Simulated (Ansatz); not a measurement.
**Effect of pressure 9 GPa on BeSe**

Start from BeSe in the zinc blende structure (space group F-43m, No. 216; a = 5.082 Å).

Modification: cell and atoms relaxed at a pressure of 9 GPa.

All numbers come from LDA (Ansatz, an electronic-structure program), no SOC. Γ-centred 11×11×11 mesh, Fermi–Dirac width 0.05 eV.

The volume per atom drops by 1.41 Å³ (16.40 Å³ → 14.99 Å³) and the density grows by 0.42 g/cm³, from 4.45 g/cm³ to 4.87 g/cm³. The lattice parameter a shrinks by 0.1504 Å, from 5.082 Å to 4.931 Å and the shortest interatomic distance decreases by 0.065 Å to 2.135 Å. The band gap drops by 0.21 eV, from 2.40 eV to 2.19 eV and the gap character is still indirect, Γ → X. The smallest direct gap goes up by 0.44 eV (4.43 eV → 4.87 eV) and the mean gap deformation potential ΔEg/Δln V comes out as +2.4 eV. The width of the top valence band grows by 0.47 eV (3.50 eV → 3.97 eV) and the electron mass becomes 0.80 mₑ along k, 0.24 mₑ across (at X) (base: 0.83 mₑ along k, 0.26 mₑ across (at X)). The hole mass (degenerate bands, along [100]) changes from 0.24, 0.45, 0.45 mₑ (at Γ) to 0.25, 0.40, 0.40 mₑ (at Γ).

Final structure:

```
BeSe
1.0
    0.00000     2.46562     2.46562
    2.46562     0.00000     2.46562
    2.46562     2.46562     0.00000
Be Se
1 1
Direct
  0.00000   0.00000   0.00000
  0.25000   0.25000   0.25000
```

Load acts through the strain it causes; cell and atoms are relaxed under it. Masses are band curvatures over ±0.01 Å⁻¹ around the edge. Along k means along the line from Γ to the band edge. Stability against distortions was not tested. Competing high-pressure phases were not computed.
